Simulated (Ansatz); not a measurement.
The parent structure is SnO2 in the rutile structure (space group P4_2/mnm, No. 136; a = 4.769 Å, c = 3.211 Å). Axes: x, y, z lie along a, b, c of the conventional cell.

Structures relaxed with DFT with PBEsol, PAW potentials and a 420 eV plane-wave cutoff in Ansatz (a quantum-chemistry and plane-wave program), no SOC, earlier PAW set.

Base:

Simulated powder pattern, Cu Kα1, λ = 1.54056 Å (kinematic, ideal powder, no thermal factors, no anomalous dispersion; the 8 strongest lines at most, above 2 %, up to 2θ = 90°):

| 2θ (°) | I/Imax (%) | hkl |
|---|---|---|
| 26.41 | 100 | (110) |
| 33.62 | 81 | (101) |
| 37.70 | 23 | (200) |
| 51.39 | 66 | (211) |
| 54.37 | 16 | (220) |
| 61.44 | 15 | (310) |
| 64.19 | 15 | (112) |
| 65.46 | 20 | (301) |

It is then changed as follows: uniaxial stress, 3 GPa tension along z; all other stress components relax to zero.

After the change:

Simulated powder pattern, Cu Kα1, λ = 1.54056 Å (kinematic, ideal powder, no thermal factors, no anomalous dispersion; the 8 strongest lines at most, above 2 %, up to 2θ = 90°):

| 2θ (°) | I/Imax (%) | hkl |
|---|---|---|
| 26.51 | 100 | (110) |
| 33.42 | 83 | (101) |
| 37.84 | 23 | (200) |
| 51.36 | 67 | (211) |
| 54.60 | 16 | (220) |
| 61.69 | 15 | (310) |
| 63.64 | 16 | (112) |
| 65.54 | 20 | (301) |

The indices refer to the base's conventional cell; one index is shown for lines that coincide.

Load acts through the strain it causes; cell and atoms are relaxed under it. Stability under load was not tested beyond the relaxation.
